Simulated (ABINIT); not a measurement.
Band structure of CaGaSiH (P3m1, 4 atoms in the cell).

```yaml
crystal:
  lattice:
    - [4.09110, 0.00000, 0.00000]
    - [-2.04555, 3.54300, 0.00000]
    - [0.00000, 0.00000, 4.76280]
  atoms:
    - { symbol: Ca, position: [0.00000, 0.00000, 0.00000] }
    - { symbol: Ga, position: [0.66667, 0.33333, 0.55680] }
    - { symbol: Si, position: [0.33333, 0.66667, 0.43370] }
    - { symbol: H, position: [0.66667, 0.33333, 0.92500] }
```

Level of theory: PBEsol, PAW (JTH v2.0 PBE PAW, files made for PBE) (plane waves; ABINIT 10.0.3).

Settings: pseudos = [Ca.GGA_PBE-JTH.xml, Ga.GGA_PBE-JTH.xml, Si.GGA_PBE-JTH.xml, H.GGA_PBE-JTH.xml]; ecut = 60 Ry; pawecutdg = 120 Ry; pawxcdev = 0; ixc = -116133; occopt = 3; tsmear = 0.02 eV; ngkpt = 6 6 5; nshiftk = 1; shiftk = 0 0 0; potentials = JTH v2.0 PBE PAW; kptopt = 1; nstep = 80.

The starting cell comes from a database of computed structures (which also holds hypothetical and non-ambient phases and stackings), without a prior relaxation at this level. The potentials were made for another functional than the one used.

Q: Predict the gap along the standard path and the places of the band edges.

A: The gap along the path is 0.16 eV, from A to M; the smallest direct gap on it is 1.28 eV.

Levels in eV from the top of the valence band on the SCF mesh, bands 11 to 18:
```json
[
 {"point": "Γ", "11": "-4.52", "12": "-2.10", "13": "-0.64", "14": "-0.64", "15": "1.22", "16": "3.06", "17": "3.06", "18": "3.64"},
 {"point": "M", "11": "-7.06", "12": "-3.26", "13": "-1.83", "14": "-0.88", "15": "0.39", "16": "1.56", "17": "2.49", "18": "2.75"},
 {"point": "K", "11": "-7.28", "12": "-4.16", "13": "-2.79", "14": "-0.76", "15": "0.60", "16": "2.31", "17": "3.46", "18": "4.55"},
 {"point": "A", "11": "-6.66", "12": "-0.08", "13": "-0.08", "14": "0.24", "15": "1.57", "16": "1.57", "17": "1.61", "18": "2.52"},
 {"point": "L", "11": "-6.54", "12": "-4.80", "13": "-2.04", "14": "-2.03", "15": "1.28", "16": "2.71", "17": "3.80", "18": "4.43"},
 {"point": "H", "11": "-7.21", "12": "-4.60", "13": "-3.59", "14": "-1.78", "15": "1.69", "16": "3.73", "17": "3.80", "18": "4.04"}
]
```
